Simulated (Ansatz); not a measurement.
The parent structure is Cs$_{2}$SnI$_{6}$ (space group Fm-3m, No. 225; a = 11.550 Å). Axes: x, y, z lie along the cube axes.

Calculations: PBEsol in Ansatz (plane waves to 420 eV, PAW, scalar-relativistic without spin-orbit coupling).

Base values:

The pressure is 0.0 GPa. The shortest interatomic distance is 2.870 Å.

Modification: the cell is stretched by 5.81 % along x with no lateral relaxation; the atoms relax in the strained cell.

### Question
What does the calculation give for the energy relative to the base, largest internal atomic displacement, pressure and shortest interatomic distance after the change?

### Answer
The energy goes up by 5.9 meV/atom; the largest internal atomic displacement amounts to 0.142 Å; the pressure (mean of the normal stresses, compression positive) goes from zero to -0.5 GPa; the shortest interatomic distance is nearly the same (2.870 Å against 2.869 Å).

Stability against distortions was not tested. The final runs are not spin-polarised.

Ansatz is a quantum-chemistry and plane-wave program.
